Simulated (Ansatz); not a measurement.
The parent structure is SrTiO3 in the cubic perovskite structure (space group Pm-3m, No. 221).

```
CELL_PARAMETERS angstrom
      3.89114     0.00000     0.00000
      0.00000     3.89114     0.00000
      0.00000     0.00000     3.89114
ATOMIC_POSITIONS crystal
  Sr 0.00000 0.00000 0.00000
  Ti 0.50000 0.50000 0.50000
  O  0.50000 0.00000 0.50000
  O  0.00000 0.50000 0.50000
  O  0.50000 0.50000 0.00000
```

Cartesian axes are those of the cell as printed.

Calculations: PBEsol (Ansatz, an electronic-structure program; PAW; 420 eV plane waves; spin-orbit coupling left out).

One thing is altered: biaxial strain −1.00 %, plane normal [111], relaxed out of plane (Cartesian); in-plane vectors clamped, the third vector and the atoms free.

Q: How does this affect the out-of-plane strain?

A: The out-of-plane strain is +0.66 %.

Stability against distortions was not tested. The final runs are not spin-polarised. Many cubic perovskites are stable only at high temperature; tilts and polar distortions were not tested.
